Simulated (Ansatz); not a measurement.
What Si → Re does to Mg2Si

Take Mg2Si (space group Fm-3m, No. 225; a = 6.364 Å) as the base.

Now apply this change: every Si is replaced by Re; the structure is relaxed again.

The values are results of Kohn–Sham DFT with the PBE functional, run in Ansatz (an electronic-structure program) with PAW and 420 eV plane waves, no spin-orbit coupling, earlier PAW set, not measurements. Settings: 13×13×13 k-points, 0.05 eV Fermi–Dirac smearing, for the changed cell.

| quantity | base | changed | shift |
|---|---|---|---|
| volume per atom | 21.48 Å³ | 21.78 Å³ | +0.292 Å³ |
| density | 1.98 g/cm³ | 5.97 g/cm³ | +3.99 g/cm³ |
| lattice parameter a | 6.364 Å | 6.393 Å | +0.029 Å |
| shortest interatomic distance | 2.756 Å | 2.768 Å | +0.012 Å |
| band gap | 0.22 eV | zero | – |

Whether these cells are dynamically stable was not tested. As relaxed here, Mg2Re is a hypothetical phase, not in the database extracts checked. The final runs are not spin-polarised. An odd electron count without spin: Mg2Re. Mg2Re has a high density of states at the Fermi level and may be magnetic at this level. The zero or small gap of Mg2Si can change with the level of theory.
